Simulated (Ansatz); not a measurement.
Output of an Ansatz run (abridged):

```
WARN basis.ecutwfc = 420 eV, the default
WARN ansatz: RAYON_NUM_THREADS=1 ignored (pool sized by the plan → 1); use --threads N
Pseudopotentials: kind: paw
Pseudopotential: K, paw, valence charge 9
Pseudopotential: Re, paw, valence charge 15
Pseudopotential: O, paw, valence charge 6
Crystal: 12 atoms, lattice volume = 219.346 Å³
Basis set: ecut = 420 eV, 4277 PW (Γ), exchange–correlation on 108×108×108 points (8 copies of the dense FFT grid, shifted against one another)
Bands: 60, of which v1, the nominal top of the filled ones, is band 48 counted from 1 (47 counted from 0)
Symmetry: 8 space group operations
Space group: I41/a (ITA 88), of the structure as read, at distance tolerance 6.0e-5 Å
k-points: 21 of 125
PAW frozen core: K, regenerated for the run's functional, and the local potential with it
PAW frozen core: Re, regenerated for the run's functional, and the local potential with it
PAW frozen core: O, regenerated for the run's functional, and the local potential with it
Initial density: superposition of atomic densities (neutral atoms: chi_scale 0, normalization atom), corrected by the library's trained network
Initial wavefunctions: pseudopotential atomic-orbital guess
Eigensolver: davidson
Functional: x = pbesol(κ = 0.804, μ = 0.12345679012345678), c = pbesol(β = 0.046)
SCF iter   1: F=—  HF=-28995.689693 eV  |F-HF|=—  |Δ(HF+E_count)|=         —  Δρ=1.23e-2  dr2=3.13e-1  ethr=1.77e-3  ⟨swp⟩=7.0  Hψ=5076  notcnv=0
all-band conjugate gradients solve this SCF's bands
preconditioner: auto → Resta (q_TF=auto, 2.377 Å⁻¹)
SCF iter   2: F=—  HF=-28995.646923 eV  |F-HF|=—  |Δ(HF+E_count)|=   4.28e-2  S|Δr|=    0.00e0  Δρ=6.18e-3  dr2=1.11e-1  ethr=3.26e-4  ⟨swp⟩=2.0  Hψ=2252  notcnv=0  defer=167
SCF iter   3: F=—  HF=-28995.628574 eV  |F-HF|=—  |Δ(HF+E_count)|=   1.83e-2  S|Δr|=    0.00e0  Δρ=1.19e-3  dr2=3.12e-3  ethr=1.15e-4  ⟨swp⟩=2.0  Hψ=1593  notcnv=0  defer=167
SCF iter   4: F=—  HF=-28995.628325 eV  |F-HF|=—  |Δ(HF+E_count)|=   2.49e-4  S|Δr|=    0.00e0  Δρ=2.86e-4  dr2=1.90e-4  ethr=3.25e-6  ⟨swp⟩=3.0  Hψ=2058  notcnv=0  defer=167
SCF iter   5: F=—  HF=-28995.628421 eV  |F-HF|=—  |Δ(HF+E_count)|=   9.57e-5  S|Δr|=    0.00e0  Δρ=5.42e-5  dr2=6.07e-6  ethr=1.98e-7  ⟨swp⟩=2.1  Hψ=1623  notcnv=0  defer=167
SCF iter   6: F=—  HF=-28995.628271 eV  |F-HF|=—  |Δ(HF+E_count)|=   1.49e-4  S|Δr|=    0.00e0  Δρ=1.53e-5  dr2=9.25e-7  ethr=6.32e-9  ⟨swp⟩=2.2  Hψ=1761  notcnv=0  defer=167
SCF iter   7: F=-28995.628273 eV  HF=-28995.628273 eV  |F-HF|=9.51e-8  |Δ(HF+E_count)|=   1.55e-6  S|Δr|=    0.00e0  Δρ=4.53e-6  dr2=5.74e-8  ethr=1.04e-10  ⟨swp⟩=7.5  Hψ=5522  notcnv=0
SCF 1 converged in 7 iterations: F = -28995.628273 eV  dr2 = 5.74e-8
SCF converged after 7 iterations
Stability not checked (fill_not_monotonic)
Free energy (F): -28995.628273 eV
Harris-Foulkes:  -28995.628273 eV  (|F-HF|=9.51e-8)
Internal energy: -28995.628273 eV  (E = F + TS)
E sigma→0 (E₀):  -28995.628273 eV
Fermi energy:    4.342226 eV
Step filling:    the computed levels leave a gap of 3.9023 eV = 39.3 smearing widths
--- Per-component energies (eV) ---
  E_band       = -1180.757604
  E_kinetic    = 2955.289051
  E_local      = -8755.806387  (includes V_loc(G=0)·N_el)
  E_nonlocal   = 508.478545
  E_hartree    = 3201.758105
  E_xc         = -1639.383227
  E_vxc        = -1664.882792  (∫ρ·V_xc dr)
  E_paw        = -19797.089630  (= ΣΔE_a)
  E_vpaw       = -627.371888  (= ΣTr[D̂ρ^β])
  E_aug_tail   = 0.018945  (compensation charges beyond the density's cutoff)
  E_ewald      = -5469.858272
  E_core_change = 0.964597  (= ΣΔE_core)
  E_smearing   = 0.000000  (= −TS)
  E_closure    = -0.000000  (closes the sum)
  Σ components = -28995.628273   (vs F -28995.628273, Δ=0.00e0)
--- Forces (eV/Å), atoms counted from 1 ---
  atom   1  K     -0.00000000     0.00000000    -0.00000000
  atom   2  K      0.00000000     0.00000000     0.00000000
  atom   3  Re     0.00000000     0.00000000     0.00000000
  atom   4  Re    -0.00000000     0.00000000    -0.00000000
  atom   5  O     -1.27015890    -0.64313260     0.97592079
  atom   6  O      0.64313260    -1.27015890     0.97592079
  atom   7  O      1.27015890     0.64313260     0.97592079
  atom   8  O     -0.64313260     1.27015890     0.97592079
  atom   9  O      1.27015890     0.64313260    -0.97592079
  atom  10  O     -0.64313260     1.27015890    -0.97592079
  atom  11  O     -1.27015890    -0.64313260    -0.97592079
  atom  12  O      0.64313260    -1.27015890    -0.97592079
  max |Σ_I F_I| component: 4.44e-16 eV/Å
--- Stress (GPa, compression-positive) ---
       -6.994164       0.000000       0.000000
       -0.000000      -6.994164      -0.000000
        0.000000       0.000000      -7.047983
  P = ⅓ Tr σ = -7.0121 GPa (-70.121 kbar)
  The stress holds the Pulay correction. Without it, at fixed plane waves, as pw.x and ABINIT print it: P = -7.4985 GPa
--- Band table (eV; the first three rows and the last of 21) ---
  k-point 0: bands = ["-77.8223", "-77.8222", "-39.8004", "-39.8004", "-39.7997", "-39.7997", "-39.7957", "-39.7930", "-24.1249", "-24.1147", "-14.1984", "-13.8782", "-13.5774", "-13.5029", "-13.5029", "-13.4680", "-13.4300", "-13.4300", "-7.7156", [...]
  k-point 1: bands = ["-77.8222", "-77.8222", "-39.8004", "-39.8003", "-39.7998", "-39.7998", "-39.7954", "-39.7933", "-24.1238", "-24.1156", "-14.1673", "-13.9062", "-13.5588", "-13.5044", "-13.4984", "-13.4813", "-13.4423", "-13.4327", "-7.7164", [...]
  k-point 2: bands = ["-77.8222", "-77.8222", "-39.8003", "-39.8002", "-39.8001", "-39.8000", "-39.7947", "-39.7938", "-24.1211", "-24.1180", "-14.0789", "-13.9767", "-13.5113", "-13.5054", "-13.4993", "-13.4924", "-13.4737", "-13.4597", "-7.7137", [...]
  k-point 20: bands = ["-77.8222", "-77.8222", "-39.8007", "-39.8006", "-39.7995", "-39.7995", "-39.7945", "-39.7943", "-24.1202", "-24.1192", "-14.0798", "-14.0513", "-13.5201", "-13.5005", "-13.4915", "-13.4843", "-13.4307", "-13.4304", "-7.7112", [...]
```

The structure:

```
CELL_PARAMETERS angstrom
     -2.90479     2.90479     6.49891
      2.90479    -2.90479     6.49891
      2.90479     2.90479    -6.49891
ATOMIC_POSITIONS crystal
  K  0.00000 0.00000 0.00000
  K  0.75000 0.25000 0.50000
  Re 0.25000 0.75000 0.50000
  Re 0.50000 0.50000 0.00000
  O  0.28930 0.89390 0.83840
  O  0.64390 0.30550 0.10460
  O  0.05550 0.45090 0.16160
  O  0.20090 0.53930 0.89540
  O  0.46070 0.35610 0.66160
  O  0.10610 0.94450 0.39540
  O  0.69450 0.79910 0.33840
  O  0.54910 0.71070 0.60460
```

Q: What input produced this log?

A: Other spellings and defaults could give the same log, and not every line can be read from it. The input that was run (DFT, PBEsol, plane waves, default PAW files made with PBE):

Ansatz 0.2 input:
```yaml
crystal:
  lattice:
    - [-2.90479000, 2.90479000, 6.49890800]
    - [2.90479000, -2.90479000, 6.49890800]
    - [2.90479000, 2.90479000, -6.49890800]
  atoms:
    - { symbol: K, position: [0.00000000, 0.00000000, 0.00000000] }
    - { symbol: K, position: [0.75000000, 0.25000000, 0.50000000] }
    - { symbol: Re, position: [0.25000000, 0.75000000, 0.50000000] }
    - { symbol: Re, position: [0.50000000, 0.50000000, 0.00000000] }
    - { symbol: O, position: [0.28930000, 0.89390000, 0.83840000] }
    - { symbol: O, position: [0.64390000, 0.30550000, 0.10460000] }
    - { symbol: O, position: [0.05550000, 0.45090000, 0.16160000] }
    - { symbol: O, position: [0.20090000, 0.53930000, 0.89540000] }
    - { symbol: O, position: [0.46070000, 0.35610000, 0.66160000] }
    - { symbol: O, position: [0.10610000, 0.94450000, 0.39540000] }
    - { symbol: O, position: [0.69450000, 0.79910000, 0.33840000] }
    - { symbol: O, position: [0.54910000, 0.71070000, 0.60460000] }
kpoints:
  mp_grid: { grid: [5, 5, 5] }
hamiltonian:
  xc: pbesol
  pseudopotentials: { kind: paw }
scf:
  occupations: { method: cold, width: 0.0073 Ry }
output:
  forces: true
  eigenvalues: true
  stress: true
```

The starting cell comes from a database of published, mostly measured structures (it also holds non-ambient and calculated ones), without a prior relaxation at this level. Its lattice was rescaled by a random factor within 2.5 % of one. Spin-orbit coupling is off. With a pressure of about -7 GPa the cell is away from its equilibrium volume at this level. Forces in this geometry exceed 1 eV/Å. Ansatz's pressure includes its estimate of the finite-basis (Pulay) stress.

Ansatz is a quantum-chemistry and plane-wave program.
